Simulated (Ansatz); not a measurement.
Output of an Ansatz run (abridged):

```
WARN ansatz: RAYON_NUM_THREADS=1 ignored (pool sized by the plan → 1); use --threads N
Pseudopotentials: kind: paw
Pseudopotential: Cd, paw, valence charge 20
Pseudopotential: Pd, paw, valence charge 18
Crystal: 2 atoms, lattice volume = 33.767 Å³
Basis set: ecut = 420 eV, 629 PW (Γ)
Bands: 23, of which v1, the nominal top of the filled ones, is band 19 counted from 1 (18 counted from 0)
Symmetry: 16 space group operations
Space group: P4/mmm (ITA 123), of the structure as read, at distance tolerance 3.2e-5 Å
k-points: 105 of 1089
PAW frozen core: Cd, regenerated for the run's functional, and the local potential with it
PAW frozen core: Pd, regenerated for the run's functional, and the local potential with it
Initial density: superposition of atomic densities (neutral atoms: chi_scale 0, normalization atom), corrected by the library's trained network
Initial wavefunctions: pseudopotential atomic-orbital guess
Eigensolver: davidson
Functional: x = slater, c = lda
SCF iter   1: F=—  HF=-14963.342057 eV  |F-HF|=—  |Δ(HF+E_count)|=         —  Δρ=1.60e-2  dr2=9.00e-2  ethr=1.77e-3  ⟨swp⟩=5.4  Hψ=9807  notcnv=0
all-band conjugate gradients solve this SCF's bands
preconditioner: auto → Kerker (q_TF=auto, 2.783 Å⁻¹)
SCF iter   2: F=—  HF=-14963.322329 eV  |F-HF|=—  |Δ(HF+E_count)|=   1.97e-2  Δρ=4.25e-3  dr2=3.54e-3  ethr=2.37e-4  ⟨swp⟩=2.5  Hψ=4249  notcnv=0  defer=1
SCF iter   3: F=—  HF=-14963.321324 eV  |F-HF|=—  |Δ(HF+E_count)|=   1.01e-3  Δρ=1.80e-3  dr2=7.17e-4  ethr=9.30e-6  ⟨swp⟩=2.0  Hψ=2954  notcnv=0  defer=1
SCF iter   4: F=—  HF=-14963.321116 eV  |F-HF|=—  |Δ(HF+E_count)|=   2.07e-4  Δρ=4.21e-4  dr2=7.53e-5  ethr=1.89e-6  ⟨swp⟩=2.1  Hψ=3875  notcnv=0  defer=1
SCF iter   5: F=—  HF=-14963.321095 eV  |F-HF|=—  |Δ(HF+E_count)|=   2.10e-5  Δρ=1.34e-4  dr2=1.31e-5  ethr=1.98e-7  ⟨swp⟩=2.4  Hψ=4012  notcnv=0  defer=1
SCF iter   6: F=—  HF=-14963.321090 eV  |F-HF|=—  |Δ(HF+E_count)|=   5.03e-6  Δρ=4.45e-5  dr2=8.19e-7  ethr=3.46e-8  ⟨swp⟩=2.2  Hψ=3198  notcnv=0  defer=1
SCF iter   7: F=-14963.321090 eV  HF=-14963.321090 eV  |F-HF|=1.68e-8  |Δ(HF+E_count)|=   2.27e-7  Δρ=7.12e-6  dr2=2.49e-8  ethr=2.63e-10  ⟨swp⟩=5.1  Hψ=9691  notcnv=0
SCF 1 converged in 7 iterations: F = -14963.321090 eV  dr2 = 2.49e-8
SCF converged after 7 iterations
Free energy (F): -14963.321090 eV
Harris-Foulkes:  -14963.321090 eV  (|F-HF|=1.68e-8)
Internal energy: -14963.306139 eV  (E = F + TS)
E sigma→0 (E₀):  -14963.313614 eV
Entropy (-TS):   -0.014951 eV (-7.475 meV/atom)
Fermi energy:    17.714552 eV
--- Per-component energies (eV) ---
  E_band       = -498.883545
  E_kinetic    = 1020.128192
  E_local      = -4471.282969  (includes V_loc(G=0)·N_el)
  E_nonlocal   = 263.278145
  E_hartree    = 1997.611357
  E_xc         = -344.108357
  E_vxc        = -433.924343  (∫ρ·V_xc dr)
  E_paw        = -7569.653259  (= ΣΔE_a)
  E_vpaw       = -872.301269  (= ΣTr[D̂ρ^β])
  E_aug_tail   = 0.000212  (compensation charges beyond the density's cutoff)
  E_ewald      = -5860.726762
  E_core_change = 1.447303  (= ΣΔE_core)
  E_smearing   = -0.014951  (= −TS)
  E_closure    = -0.000000  (closes the sum)
  Σ components = -14963.321090   (vs F -14963.321090, Δ=0.00e0)
--- Forces (eV/Å), atoms counted from 1 ---
  atom   1  Cd    -0.00000000     0.00000000     0.00000000
  atom   2  Pd     0.00000000     0.00000000     0.00000000
  max |Σ_I F_I| component: 1.01e-28 eV/Å
--- Stress (GPa, compression-positive) ---
       -7.874400       0.000000       0.000000
        0.000000      -7.874400       0.000000
        0.000000       0.000000      -7.814065
  P = ⅓ Tr σ = -7.8543 GPa (-78.543 kbar)
  The stress holds the Pulay correction. Without it, at fixed plane waves, as pw.x and ABINIT print it: P = -7.8847 GPa
--- Band table (eV; the first three rows and the last of 105) ---
  k-point 0: bands = ["-84.5195", "-66.3271", "-45.6524", "-45.6524", "-45.6251", "-32.1596", "-32.0771", "-32.0771", "8.4165", "8.5849", "9.1689", "9.4569", "9.4569", "9.7113", "14.2329", "14.6297", "16.0364", "16.0364", "16.3325", "20.5617", [...]
  k-point 1: bands = ["-84.5195", "-66.3270", "-45.6523", "-45.6523", "-45.6253", "-32.1605", "-32.0771", "-32.0771", "8.4308", "8.6187", "9.3397", "9.4614", "9.4614", "9.7162", "14.2044", "14.5881", "15.9537", "15.9537", "16.3212", "19.6709", [...]
  k-point 2: bands = ["-84.5194", "-66.3270", "-45.6523", "-45.6523", "-45.6257", "-32.1630", "-32.0771", "-32.0771", "8.4676", "8.7050", "9.4729", "9.4729", "9.7285", "9.8457", "14.1320", "14.4187", "15.7540", "15.7540", "16.2926", "18.0330", [...]
  k-point 104: bands = ["-84.5163", "-66.3174", "-45.6790", "-45.6790", "-45.6220", "-32.1534", "-32.1460", "-32.1460", "8.6566", "8.9371", "8.9489", "9.7944", "10.1052", "13.5144", "13.7131", "13.8193", "16.0764", "16.8418", "21.0715", "22.0893", [...]
```

The structure:

```xyz
2
Lattice="3.0281 0.0000 0.0000 0.0000 3.0281 0.0000 0.0000 0.0000 3.6824" Properties=species:S:1:pos:R:3 pbc="T T T"
Cd     0.0000     0.0000     0.0000
Pd     1.5141     1.5141     1.8412
```

Problem. Reconstruct the input of this run.

Solution. Other spellings and defaults could give the same log, and not every line can be read from it. The input that was run (DFT, LDA (PW92), plane waves, default PAW files made with PBE):

Ansatz 0.2 input:
```yaml
crystal:
  lattice:
    - [3.028148, 0.000000, 0.000000]
    - [0.000000, 3.028148, 0.000000]
    - [0.000000, 0.000000, 3.682410]
  atoms:
    - { symbol: Cd, position: [0.000000, 0.000000, 0.000000] }
    - { symbol: Pd, position: [0.500000, 0.500000, 0.500000] }
basis:
  ecutwfc: 420.0
kpoints:
  mp_grid: { grid: [11, 11, 9] }
hamiltonian:
  xc: lda
  pseudopotentials: { kind: paw }
scf:
  occupations: { method: fermi_dirac, width: 0.1 }
output:
  forces: true
  eigenvalues: true
  stress: true
```

The starting cell comes from a database of computed structures (which also holds hypothetical and non-ambient phases and stackings), without a prior relaxation at this level. Its lattice was rescaled by up to half a per cent. Spin polarisation is off. With a pressure of about -8 GPa the cell is away from its equilibrium volume at this level. Ansatz's pressure includes its estimate of the finite-basis (Pulay) stress.

Ansatz is a quantum-chemistry and plane-wave program.
